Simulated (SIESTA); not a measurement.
Band structure of NaMg6Si (Amm2, 8 atoms in the cell).

```yaml
crystal:
  lattice:
    - [5.01920, 0.00000, 0.00000]
    - [0.00000, 3.16927, 5.55771]
    - [0.00000, -3.16927, 5.55771]
  atoms:
    - { symbol: Na, position: [0.50000, 0.66692, 0.66692] }
    - { symbol: Mg, position: [0.50000, 0.66805, 0.16499] }
    - { symbol: Mg, position: [0.50000, 0.16499, 0.66805] }
    - { symbol: Mg, position: [0.00000, 0.83984, 0.32912] }
    - { symbol: Mg, position: [0.00000, 0.32912, 0.83984] }
    - { symbol: Mg, position: [0.00000, 0.33157, 0.33157] }
    - { symbol: Mg, position: [0.00000, 0.83494, 0.83494] }
    - { symbol: Si, position: [0.50000, 0.16458, 0.16458] }
```

Method of the run: GGA PBEsol, numerical atomic orbitals DZP, PseudoDojo PBEsol standard norm-conserving potentials (rewritten from UPF to PSML) (SIESTA).

Settings: XC.functional = GGA; XC.authors = PBEsol; potentials = PseudoDojo PBEsol standard; PAO.BasisSize = DZP; PAO.EnergyShift = 0.005 Ry; MeshCutoff = 400 Ry; kgrid.MonkhorstPack = 4 3 3; OccupationFunction = MP; OccupationMPOrder = 0; ElectronicTemperature = 136 meV; MaxSCFIterations = 150; SCF.Mixer.Method = Pulay; SCF.Mixer.Weight = 0.2; SCF.Mixer.History = 8.

The starting cell comes from a database of computed structures (which also holds hypothetical and non-ambient phases and stackings), without a prior relaxation at this level. Values carry the incompleteness of an atom-centred basis.

Levels in eV from the Fermi level, bands 33 to 38:
| point | 33 | 34 | 35 | 36 | 37 | 38 |
|---|---|---|---|---|---|---|
| Γ | -2.24 | -2.00 | -1.82 | -1.69 | -0.65 | 1.35 |
| X | -1.43 | -1.18 | -0.97 | 0.10 | 0.12 | 0.66 |
| S | -1.55 | -1.03 | -0.28 | 0.17 | 0.40 | 1.13 |
| R | -2.51 | -2.35 | -2.23 | -1.84 | 1.01 | 2.26 |
| A | -3.72 | -3.33 | -0.29 | 0.04 | 0.14 | 0.88 |
| Z | -1.92 | -1.62 | -1.14 | -0.80 | -0.40 | -0.33 |
| Y | -1.43 | -1.08 | -0.49 | -0.30 | 0.44 | 1.19 |
| X1 | -1.43 | -1.18 | -0.97 | 0.10 | 0.12 | 0.66 |
| A1 | -3.72 | -3.33 | -0.29 | 0.04 | 0.14 | 0.88 |
| T | -2.26 | -1.99 | -1.97 | -1.42 | 1.08 | 2.01 |

Bands cross the Fermi level along this path, so the cell is metallic at this level.

Higher empty bands are left out: an atom-centred basis made for the valence describes them poorly.
